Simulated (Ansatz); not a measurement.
# SiO2, response to strain

Start from SiO2 (space group Imma, No. 74; a = 5.2638 Å, b = 9.5775 Å, c = 8.9184 Å; a cell from a computed database, its experimental status unchecked). Axes: x, y, z lie along a, b, c of the conventional cell.

Strains are applied to the cell and any free atomic positions relax; under stress the whole cell relaxes.

Computed with PBEsol/PAW in Ansatz (a first-principles code), no spin-orbit coupling.

Notes on the quantities. energy relative to the base: free energy F.

```tsv
case	energy relative to the base	volume per atom	band gap	width of the top valence band
base	0 meV/atom	18.73 Å³	5.50 eV	0.44 eV
isotropic strain +0.72 %	+2.7 meV/atom	19.14 Å³	5.46 eV	0.38 eV
uniaxial strain ε_yy = +0.66 %	+0.1 meV/atom	18.86 Å³	5.49 eV	0.42 eV
uniaxial stress, 3 GPa compression along x	[?]	[?]	5.46 eV	[?]
```

Question: Some entries are withheld; estimate them.

Answer: 
- uniaxial stress, 3 GPa compression along x, energy relative to the base: +3.9 meV/atom
- uniaxial stress, 3 GPa compression along x, volume per atom: 18.59 Å³
- uniaxial stress, 3 GPa compression along x, width of the top valence band: 0.52 eV

Beyond what the load breaks, stability against distortions was not tested.
